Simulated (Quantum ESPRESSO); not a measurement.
Input and output of a self-consistent single point for MoTe2 (P1, 6 atoms in the cell) (Quantum ESPRESSO).

Level of theory: PBE, PSlibrary ultrasoft (PBE) pseudopotentials (plane waves; Quantum ESPRESSO).

The change in words: lattice scaled by 0.98. Reference geometry:
```yaml
crystal:
  lattice:
    - [1.76000, -3.04841, 0.00000]
    - [1.76000, 3.04841, 0.00000]
    - [0.00000, 0.00000, 13.96000]
  atoms:
    - { symbol: Te, position: [0.33972, 0.64366, 0.87762] }
    - { symbol: Te, position: [0.68308, 0.35618, 0.38375] }
    - { symbol: Te, position: [0.67248, 0.33391, 0.12378] }
    - { symbol: Te, position: [0.31317, 0.64053, 0.62159] }
    - { symbol: Mo, position: [0.32263, 0.64889, 0.24832] }
    - { symbol: Mo, position: [0.66891, 0.37685, 0.74493] }
```

Reference input (self-consistent single point, DFT, PBE, plane waves, PSlibrary ultrasoft (PBE) pseudopotentials): ecutwfc = 55 Ry; ecutrho = 330 Ry; occupations = smearing; smearing = fermi-dirac; degauss = 0.000734986 Ry; potentials = {Te: Te.pbe-n-rrkjus_psl.1.0.0.UPF, Mo: Mo.pbe-spn-rrkjus_psl.1.0.0.UPF}; K_POINTS = automatic 5 5 1 0 0 0; conv_thr = 1e-11 Ry; mixing_beta = 0.3. This run's input differs from it in these lines:

```diff
@@ -26,8 +26,8 @@
 ATOMIC_POSITIONS angstrom
-Te    1.73075056    0.92650600   12.25163104
-Te    1.82910640   -0.99653405    5.35716396
-Te    1.77124288   -1.03212422    1.72798276
-Te    1.67849440    0.99792717    8.67742432
-Mo    1.70987520    0.99455563    3.46657512
-Mo    1.84053232   -0.89033357   10.39923676
+Te    1.69613555    0.90797593   12.00659842
+Te    1.79252427   -0.97660342    5.25002068
+Te    1.73581802   -1.01148180    1.69342310
+Te    1.64492451    0.97796869    8.50387583
+Mo    1.67567770    0.97466458    3.39724362
+Mo    1.80372167   -0.87252696   10.19125203
 K_POINTS automatic
@@ -35,5 +35,5 @@
 CELL_PARAMETERS angstrom
-   1.76000000    -3.04840900     0.00000000
-   1.76000000     3.04840900     0.00000000
-   0.00000000     0.00000000    13.96000000
+   1.72480000    -2.98744100     0.00000000
+   1.72480000     2.98744100     0.00000000
+   0.00000000     0.00000000    13.68080000
```

The program printed (abridged):

```
     Self-consistent Calculation

     iteration #  1     ecut=    55.00 Ry     beta= 0.30

     total energy              =    -392.69902607 Ry
     estimated scf accuracy    <       1.23544355 Ry

     iteration #  2     ecut=    55.00 Ry     beta= 0.30

     total energy              =    -393.00091623 Ry
     estimated scf accuracy    <       1.43041423 Ry

     iteration #  3     ecut=    55.00 Ry     beta= 0.30

     total energy              =    -393.09098305 Ry
     estimated scf accuracy    <       0.10885349 Ry

   [... 19 blocks of this kind left out ...]

     iteration # 23     ecut=    55.00 Ry     beta= 0.30

     total energy              =    -393.12696752 Ry
     estimated scf accuracy    <          1.1E-11 Ry

     iteration # 24     ecut=    55.00 Ry     beta= 0.30
     End of self-consistent calculation

     the Fermi energy is    11.3017 ev

!    total energy              =    -393.12696752 Ry
     estimated scf accuracy    <          2.4E-12 Ry
     smearing contrib. (-TS)   =      -0.00000000 Ry
     internal energy E=F+TS    =    -393.12696752 Ry

     convergence has been achieved in  24 iterations

     Forces acting on atoms (cartesian axes, Ry/au):

     atom    1 type  1   force =     0.02587560    0.06491182    0.04485972
     atom    2 type  1   force =    -0.02930984   -0.00862058    0.00734987
     atom    3 type  1   force =    -0.02340765   -0.00218107   -0.07924083
     atom    4 type  1   force =     0.05109373    0.05129159   -0.10704961
     atom    5 type  2   force =     0.05243420    0.01148228    0.06937033
     atom    6 type  2   force =    -0.07668603   -0.11688405    0.06471052

     Total force =     0.250677     Total SCF correction =     0.000005

          total   stress  (Ry/bohr**3)                   (kbar)     P=      124.89
   0.00058954  -0.00018863  -0.00009620           86.72      -27.75      -14.15
  -0.00018863   0.00090066   0.00003457          -27.75      132.49        5.09
  -0.00009620   0.00003457   0.00105684          -14.15        5.09      155.47

   JOB DONE.
```

The run converged in 24 iterations. Against the reference run the free energy goes up by 79.5 meV/atom, the pressure goes from 4.70 to 12.49 GPa, the largest force goes from 3.413 to 3.961 eV/Å and the gap on the mesh goes from 0.621 to 0.569 eV.

The starting cell has typed, rounded lattice constants, without a prior relaxation at this level. Its atoms were displaced at random from the sites of space group no. 194. For this run, on top of that: lattice scaled by 0.98. Spin-orbit coupling is off. With a pressure of about 12 GPa the cell is away from its equilibrium volume at this level. Forces in this geometry exceed 1 eV/Å.

Cost on one core of a shared machine: roughly 3 min.
